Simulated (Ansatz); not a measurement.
Start from GaSb in the zinc blende structure (space group F-43m, No. 216; a = 6.132 Å). Axes: x, y, z lie along the cube axes.

Level of theory: r2SCAN (Ansatz, a program for electronic structure, PAW, no spin-orbit coupling).

For the base:

Valence-band top at Γ: 0.00, 0.00, 0.00 eV
Band gap: 0.41 eV

Perturbation: compressive biaxial strain of 0.38 % in the plane normal to [001], as in epitaxy on a mismatched substrate; the out-of-plane cell vector and the atoms relax.

Question: Estimate the effect on the valence-band top at Γ.

Answer: The valence-band top at Γ (three highest levels, from the VBM) changes from 0.00, 0.00, 0.00 eV to 0.00, 0.00, -0.04 eV.

Question: What does the calculation give for the band gap after the change?

Answer: The band gap increases by 0.02 eV, from 0.41 eV to 0.43 eV.

Question: Predict the new in-plane stress.

Answer: The mean in-plane stress (compression positive) comes out as +0.4 GPa.

With Sb present, leaving out spin-orbit coupling can change the band edges. Gaps are Kohn–Sham eigenvalue differences; semilocal functionals usually give less than the measured gap. Stability against distortions was not tested.
